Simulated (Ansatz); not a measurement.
Cells marked so need not be the phases stable at ambient conditions, and some may be hypothetical.

 Where the default PAW files enter, the runs use the earlier of Ansatz's two default sets.

The gap is the functional's own, uncorrected, and κ follows it; spin-orbit coupling is left out. Mid-gap values are interpolated between the computed energies.

A. NaTaO₃ (P4/mbm, not sure to be the ambient phase, 10 atoms a cell, 11.9 Å³ an atom), along the normal of (100)
B. Si3NiP4 (I-42m, not sure to be the ambient phase, 8 atoms a cell, 17.3 Å³ an atom), along the normal of (110)
C. Zn(GaS2)2 (P-42m, not sure to be the ambient phase, 7 atoms a cell, 20.7 Å³ an atom), along the normal of (100)
D. Sr2GaSbO6 (Fm-3m, not sure to be the ambient phase, 10 atoms a cell, 12.7 Å³ an atom, -6 GPa at this level), along the normal of (111)

Rank these by mid-gap decay constant of the slowest evanescent state (lowest first), as Ansatz (a program for electronic structure) with PBEsol gives it.

B (0.06 1/Å), D (0.11 1/Å), C (0.16 1/Å), A (0.24 1/Å)
